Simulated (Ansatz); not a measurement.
## A computed series for MgTe: response to strain

The reference is MgTe in the zinc blende structure (space group F-43m, No. 216; a = 6.4393 Å).

Strains are applied to the cell and any free atomic positions relax.

All numbers come from PBEsol (Ansatz, an electronic-structure program; PAW; 420 eV plane waves; without spin-orbit coupling).

```json
[
 {"change": "base", "electron mass": "0.16 mₑ (at Γ)", "gap character": "direct at Γ", "volume per atom": "33.38 Å³"},
 {"change": "isotropic strain −3.00 %", "electron mass": "0.60 mₑ along k, 0.30 mₑ across (at X)", "gap character": "indirect, Γ → X", "volume per atom": "30.46 Å³"},
 {"change": "isotropic strain −2.50 %", "electron mass": "0.60 mₑ along k, 0.30 mₑ across (at X)", "gap character": "indirect, Γ → X", "volume per atom": "30.93 Å³"},
 {"change": "isotropic strain −2.00 %", "electron mass": "0.17 mₑ (at Γ)", "gap character": "direct at Γ", "volume per atom": "31.41 Å³"},
 {"change": "isotropic strain −1.50 %", "electron mass": "0.17 mₑ (at Γ)", "gap character": "direct at Γ", "volume per atom": "31.90 Å³"},
 {"change": "isotropic strain −1.00 %", "electron mass": "0.17 mₑ (at Γ)", "gap character": "direct at Γ", "volume per atom": "32.38 Å³"},
 {"change": "isotropic strain +0.50 %", "electron mass": "0.16 mₑ (at Γ)", "gap character": "direct at Γ", "volume per atom": "33.88 Å³"},
 {"change": "isotropic strain +1.00 %", "electron mass": "0.16 mₑ (at Γ)", "gap character": "direct at Γ", "volume per atom": "34.39 Å³"},
 {"change": "isotropic strain +2.00 %", "electron mass": "0.16 mₑ (at Γ)", "gap character": "direct at Γ", "volume per atom": "35.42 Å³"},
 {"change": "isotropic strain +3.00 %", "electron mass": "0.16 mₑ (at Γ)", "gap character": "direct at Γ", "volume per atom": "36.47 Å³"}
]
```

Spin-orbit coupling, missing from the scalar runs, can matter with Te. Effective masses come from finite differences of ±0.01 Å⁻¹. Along k means along the line from Γ to the band edge. Whether these cells are dynamically stable was not tested.
